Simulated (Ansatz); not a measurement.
Consider Zr in the hcp (Mg type) structure (space group P6_3/mmc, No. 194; a = 3.1438 Å, c = 5.0928 Å; relaxed with 0.1 eV smearing). Axes: x lies along a and z along c of the hexagonal cell.

Method: LDA, PAW, 420 eV (Ansatz, an electronic-structure program; scalar-relativistic without spin-orbit coupling).

Perturbation: the cell is stretched by 1.00 % along z with no lateral relaxation, atoms relaxed at fixed cell.

Question: Predict the stress tensor and what it implies for the stiffness.

Answer: Stress of the strained cell less that of the base (GPa, compression positive):
```
   -0.8     0.0     0.0
    0.0    -0.8     0.0
    0.0     0.0    -1.7
```

Then −Δσ_ii/ε with ε = 0.0100 gives relaxed-ion elastic constants: C33 ≈ 169 GPa, C13 ≈ 79 GPa and C23 ≈ 79 GPa.

No phonon test of stability was made. The final runs are not spin-polarised.
